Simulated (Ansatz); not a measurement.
**A self-consistent single point of WS2 (R3m, 3 atoms in the cell) with Ansatz (a quantum-chemistry and plane-wave program)**

Method: LDA (PW92), default PAW files made with PBE (plane waves; Ansatz).

Input as run:

Ansatz 0.2 input:
```yaml
crystal:
  lattice:
    - [1.587658, 0.916635, 6.470331]
    - [-1.587658, 0.916635, 6.470331]
    - [0.000000, -1.833270, 6.470331]
  atoms:
    - { symbol: W, position_ang: [0.000000, 0.000000, 0.063008] }
    - { symbol: S, position_ang: [-0.000000, -0.000000, 8.038345] }
    - { symbol: S, position_ang: [0.000000, -0.000000, 4.928839] }
basis:
  ecutwfc: 420.0
kpoints:
  mp_grid:
    grid: [9, 9, 9]
hamiltonian:
  xc: lda
  pseudopotentials:
    kind: paw
scf:
  occupations:
    method: fixed
output:
  forces: true
  eigenvalues: true
  stress: true
```

Output, abridged:

```
WARN ansatz: RAYON_NUM_THREADS=1 ignored (pool sized by the plan → 1); use --threads N
basis.fft_grid_basis auto: the FFT boxes are laid along the combinations [[1, 0, -1], [0, 1, -1], [0, 0, 1]] of the cell's own vectors, 3.175, 3.175 and 6.725 …
Pseudopotentials: kind: paw
Pseudopotential: W, paw, valence charge 14
Pseudopotential: S, paw, valence charge 6
Crystal: 3 atoms, lattice volume = 56.498 Å³
Basis set: ecut = 420 eV, 1125 PW (Γ), FFT grids on a1−a3, a2−a3, a3
Bands: 17, of which v1, the nominal top of the filled ones, is band 13 counted from 1 (12 counted from 0)
Symmetry: 6 space group operations
Space group: R3m (ITA 160), of the structure as read, at distance tolerance 3.8e-5 Å
k-points: 85 of 729 (time reversal used)
PAW frozen core: W, regenerated for the run's functional, and the local potential with it
PAW frozen core: S, regenerated for the run's functional, and the local potential with it
Initial density: superposition of atomic densities (neutral atoms: chi_scale 0, normalization atom), corrected by the library's trained network
Initial wavefunctions: pseudopotential atomic-orbital guess
Eigensolver: davidson
Functional: x = slater, c = lda
SCF iter   1: F=—  HF=-11871.617313 eV  |F-HF|=—  |Δ(HF+E_count)|=         —  Δρ=1.05e-2  dr2=1.19e-1  ethr=1.77e-3  ⟨swp⟩=5.0  Hψ=7160  notcnv=0  defer=151
all-band conjugate gradients solve this SCF's bands
preconditioner: auto → none
SCF iter   2: F=—  HF=-11871.661170 eV  |F-HF|=—  |Δ(HF+E_count)|=   4.39e-2  Δρ=1.38e-2  dr2=3.86e-1  ethr=4.58e-4  ⟨swp⟩=3.6  Hψ=3193  notcnv=0  defer=170  recentre
SCF iter   3: F=—  HF=-11871.599355 eV  |F-HF|=—  |Δ(HF+E_count)|=   6.18e-2  Δρ=4.12e-3  dr2=6.58e-3  ethr=4.58e-4  ⟨swp⟩=2.4  Hψ=2269  notcnv=0  defer=165
SCF iter   4: F=—  HF=-11871.599038 eV  |F-HF|=—  |Δ(HF+E_count)|=   3.17e-4  Δρ=8.83e-4  dr2=3.56e-4  ethr=2.53e-5  ⟨swp⟩=2.0  Hψ=2262  notcnv=0  defer=170
SCF iter   5: F=—  HF=-11871.599033 eV  |F-HF|=—  |Δ(HF+E_count)|=   5.11e-6  Δρ=2.67e-4  dr2=1.22e-4  ethr=1.37e-6  ⟨swp⟩=2.0  Hψ=2114  notcnv=0  defer=169
SCF iter   6: F=—  HF=-11871.599011 eV  |F-HF|=—  |Δ(HF+E_count)|=   2.20e-5  Δρ=1.35e-4  dr2=4.77e-6  ethr=4.70e-7  ⟨swp⟩=2.1  Hψ=1894  notcnv=0  defer=43
SCF iter   7: F=—  HF=-11871.599009 eV  |F-HF|=—  |Δ(HF+E_count)|=   1.88e-6  Δρ=3.70e-5  dr2=1.24e-6  ethr=1.83e-8  ⟨swp⟩=2.0  Hψ=2230  notcnv=0  defer=5
SCF iter   8: F=-11871.599009 eV  HF=-11871.599009 eV  |F-HF|=2.96e-8  |Δ(HF+E_count)|=   3.85e-7  Δρ=8.30e-6  dr2=4.14e-8  ethr=3.85e-10  ⟨swp⟩=6.1  Hψ=8174  notcnv=0
SCF 1 converged in 8 iterations: F = -11871.599009 eV  dr2 = 4.14e-8
SCF converged after 8 iterations
Free energy (F): -11871.599009 eV
Harris-Foulkes:  -11871.599009 eV  (|F-HF|=2.96e-8)
Internal energy: -11871.599009 eV  (E = F + TS)
E sigma→0 (E₀):  -11871.599009 eV
Fermi energy:    10.393803 eV
--- Per-component energies (eV) ---
  E_band       = -217.973876
  E_kinetic    = 667.438149
  E_local      = -1999.953758  (includes V_loc(G=0)·N_el)
  E_nonlocal   = 65.173201
  E_hartree    = 803.282982
  E_xc         = -458.596264
  E_vxc        = -415.746931  (∫ρ·V_xc dr)
  E_paw        = -9447.323729  (= ΣΔE_a)
  E_vpaw       = -141.451537  (= ΣTr[D̂ρ^β])
  E_aug_tail   = -0.000061  (compensation charges beyond the density's cutoff)
  E_ewald      = -1502.209077
  E_core_change = 0.589548  (= ΣΔE_core)
  E_smearing   = -0.000000  (= −TS)
  E_closure    = -0.000000  (closes the sum)
  Σ components = -11871.599009   (vs F -11871.599009, Δ=0.00e0)
--- Forces (eV/Å), atoms counted from 1 ---
  atom   1  W      0.00000000     0.00000000    -1.58670162
  atom   2  S     -0.00000000     0.00000000     0.66466801
  atom   3  S     -0.00000000    -0.00000000     0.92200169
  max |Σ_I F_I| component: 3.19e-5 eV/Å
--- Stress (GPa, compression-positive) ---
       -4.807771       0.000000      -0.000000
        0.000000      -4.807771      -0.000000
       -0.000000      -0.000000      -2.809433
  P = ⅓ Tr σ = -4.1417 GPa (-41.417 kbar)
  The stress holds the Pulay correction. Without it, at fixed plane waves, as pw.x and ABINIT print it: P = -4.1652 GPa
--- Band table (eV; the first three rows and the last of 85) ---
  k-point 0: bands = ["-64.0634", "-28.3491", "-28.1829", "-28.1829", "-5.0025", "-3.1061", "3.1026", "6.8595", "6.8595", "8.1942", "8.1942", "8.6133", "9.4664", "12.6364", "12.6364", "13.0566", "13.0566"]
  k-point 1: bands = ["-64.0614", "-28.3416", "-28.2245", "-28.1926", "-4.7957", "-3.0423", "3.3514", "6.3632", "7.0442", "7.4397", "7.9076", "8.8859", "9.4957", "12.2823", "12.7228", "12.7491", "13.1575"]
  k-point 2: bands = ["-64.0562", "-28.3295", "-28.3215", "-28.2169", "-4.2316", "-2.8685", "3.9390", "5.4161", "6.3962", "7.1441", "7.7217", "8.6473", "9.1304", "11.7899", "12.4819", "13.1222", "13.7841"]
  k-point 84: bands = ["-64.0614", "-28.3416", "-28.2245", "-28.1925", "-4.6833", "-3.2586", "4.0160", "6.3150", "6.6590", "7.0349", "7.9262", "8.2561", "10.0880", "12.4417", "12.6479", "12.8715", "13.2117"]
```

The run converged in 8 iterations.

The starting cell comes from a database of computed structures (which also holds hypothetical and non-ambient phases and stackings), without a prior relaxation at this level. Its lattice was rescaled by up to half a per cent. One atom was moved a little off its site on purpose. Spin-orbit coupling is off. With a pressure of about -4 GPa the cell is away from its equilibrium volume at this level. Forces in this geometry exceed 1 eV/Å. Ansatz's pressure includes its estimate of the finite-basis (Pulay) stress. Another mesh or the band path of this cell gives a smaller gap, so this value is not converged in the mesh.
